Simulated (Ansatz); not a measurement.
Here is the system:

```
CELL_PARAMETERS angstrom
      0.00000     3.14222     3.14222
      3.14222     0.00000     3.14222
      3.14222     3.14222     0.00000
ATOMIC_POSITIONS crystal
  Te 0.75000 0.75000 0.75000
  Cd 0.00000 0.00000 0.00000
```

A single point on CdTe with a change (pressure 5 GPa), its geometry relaxed with PBEsol.

Level of theory: PBEsol (Ansatz, a program for electronic structure), noncollinear with spin-orbit coupling. k-mesh 9×9×9 (Γ-centred); smearing 0.05 eV (Fermi–Dirac).

Q: Predict the band gap and gap character.

A: The band gap is 0.66 eV and the gap character is direct at Γ.

Single points use the geometry relaxed with PBEsol. Load acts through the strain it causes; cell and atoms are relaxed under it. Whether these cells are dynamically stable was not tested. Measured, CdTe leaves this structure (for cinnabar) near 3.53 GPa (temperature not stated; as listed in Datta, Sujoy, Jana, Debnarayan, arXiv (2020)), on rising pressure, with hysteresis. The cell was made from CdTe in the zinc blende structure (space group F-43m, No. 216) by this change: pressure 5 GPa.
